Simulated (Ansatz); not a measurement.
**AlN, pressure series**

Start from AlN in the wurtzite structure (space group P6_3mc, No. 186; a = 3.1303 Å, c = 5.0181 Å).

Cell and atoms are relaxed at each pressure.

Level of theory: PBE (Ansatz, a first-principles code, PAW, without spin-orbit coupling).

```tsv
pressure (GPa)	volume per atom (Å³/atom)
-2	10.759
-1	10.701
0	10.646
7	?
15	9.943
30	9.412
50	8.858
```

Problem. Fit the third-order Birch–Murnaghan form P(V) = (3B₀/2)[(V₀/V)^(7/3) − (V₀/V)^(5/3)]·[1 + (3/4)(B₀′ − 4)((V₀/V)^(2/3) − 1)] (squares taken in P) to the rows shown and predict the withheld row.

Solution. Least squares on the printed values gives V₀ = 10.646 Å³/atom, B₀ = 194 GPa, B₀′ = 3.7; this predicts 10.291 Å³/atom, and the run gives 10.289 Å³/atom, 0.002 lower.

Load acts through the strain it causes; cell and atoms are relaxed under it. Whether these cells are dynamically stable was not tested. Measured, AlN leaves this structure (for rock salt) near 14 GPa (temperature not stated; as listed in Datta, Sujoy, Jana, Debnarayan, arXiv (2020)), on rising pressure, with hysteresis.
